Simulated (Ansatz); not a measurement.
Start from ZnS in the zinc blende structure (space group F-43m, No. 216; a = 5.389 Å).

Levels (all Ansatz, an electronic-structure program, PAW): r2SCAN (500 eV, without spin-orbit coupling); HSE06+SOC (420 eV, with spin-orbit coupling).

The geometry is relaxed with r2SCAN.

```
Property                                    Value
----------------------------  -------------------
r2SCAN valence-band top at Γ  0.00, 0.00, 0.00 eV
r2SCAN band gap                           2.70 eV
```

With HSE06+SOC at the same geometry, the valence-band top at Γ (three highest Kramers pairs, from the VBM) becomes 0.00, 0.00, -0.08 eV (r2SCAN: 0.00, 0.00, 0.00 eV); the band gap goes up by 0.644 eV, from 2.70 eV to 3.35 eV. The threefold valence maximum splits by Δso ≈ 0.08 eV.

Single points use the geometry relaxed with r2SCAN. Differences between runs with and without spin-orbit coupling are approximate. No phonon test of stability was made.
